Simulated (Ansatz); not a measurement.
Consider SnO2 in the rutile structure (space group P4_2/mnm, No. 136; a = 4.7692 Å, c = 3.2120 Å).

All numbers come from Ansatz (a program for electronic structure), PBEsol, PAW, cutoff 420 eV, scalar-relativistic without spin-orbit coupling.

Before the change:

| Property | Result |
|---|---|
| Lattice parameter a | 4.769 Å |
| Band gap | 0.92 eV |

One thing is altered: cell and atoms relaxed at a pressure of 15 GPa.

Q: How does this affect the lattice parameter a?

A: The lattice parameter a falls by 0.130 Å, from 4.769 Å to 4.639 Å.

Q: What does the calculation give for the band gap after the change?

A: The band gap rises by 0.73 eV, from 0.92 eV to 1.65 eV.

Load acts through the strain it causes; cell and atoms are relaxed under it. Stability against distortions was not tested. No other phases were tried under pressure.
